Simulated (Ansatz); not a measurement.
# W3Al (model structure, started from the D019 type, P6₃/mmc, No. 194, 8 atoms in the cell)

Level of theory: PBE in Ansatz (plane waves, PAW).

Settings: plane-wave cutoff 520 eV, 12×12×12 k mesh, Fermi–Dirac smearing 0.05 eV, no spin polarisation, scalar-relativistic PAW data made under PBE.

Cell (relaxed at this level):

```
AlW3
1.0
    5.62757     0.00000     0.00000
   -2.81379     4.87362     0.00000
    0.00000     0.00000     4.66266
W Al
6 2
Direct
  0.83932   0.67864   0.25000
  0.16068   0.83932   0.75000
  0.32136   0.16068   0.25000
  0.16068   0.32136   0.75000
  0.83932   0.16068   0.25000
  0.67864   0.83932   0.75000
  0.33333   0.66667   0.25000
  0.66667   0.33333   0.75000
```

- bulk modulus = 221 GPa

Note: the run has no spin polarisation, so it can have missed a magnetic state; the bulk modulus is −V dP/dV from two relaxed cells at ±2 % in volume; the relaxation could raise the start's symmetry but not lower it, so the cell can be a saddle point.

Spin–orbit coupling is not included.

The result took roughly 7 core-minutes.

A model structure was made by putting elements into a prototype or built by hand; it is no filed structure, need not be a known phase, and can be a saddle point held by its symmetry.

Ansatz is a program for electronic structure.
